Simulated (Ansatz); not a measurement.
# PbS (Cmcm, No. 63, 4 atoms in the cell; start mp-1018115; high-pressure phase)

Level of theory: r²SCAN (Ansatz, a program for electronic structure, plane waves, PAW).

Numerical settings: plane-wave cutoff 500 eV, 10×10×10 k mesh, Fermi–Dirac smearing 0.05 eV, scalar-relativistic PAW data made under PBE.

Cell (relaxed at this level):

```yaml
crystal:
  lattice:
    - [2.08237, -6.00057, 0.00000]
    - [2.08237, 6.00057, 0.00000]
    - [0.00000, 0.00000, 4.27218]
  atoms:
    - { symbol: Pb, position: [0.86963, 0.13037, 0.75000] }
    - { symbol: Pb, position: [0.13037, 0.86963, 0.25000] }
    - { symbol: S, position: [0.64624, 0.35376, 0.75000] }
    - { symbol: S, position: [0.35376, 0.64624, 0.25000] }
```

```
Item                            Value
--------  ---------------------------
band gap  1.40 eV (on the SCF k mesh)
```

Note: the relaxation could not lower the start's symmetry, so the cell can be a saddle point above a distorted one; the cell has widely spaced layers and the level no dispersion term, so their spacing and the moduli can rest on weak binding.

Spin–orbit coupling is not included; with these elements it can move the gap by several tenths of an eV or more.

The computed numbers hold no vibrational or temperature effects.

A start named mp-… is a Materials Project structure, which need not be a measured phase.
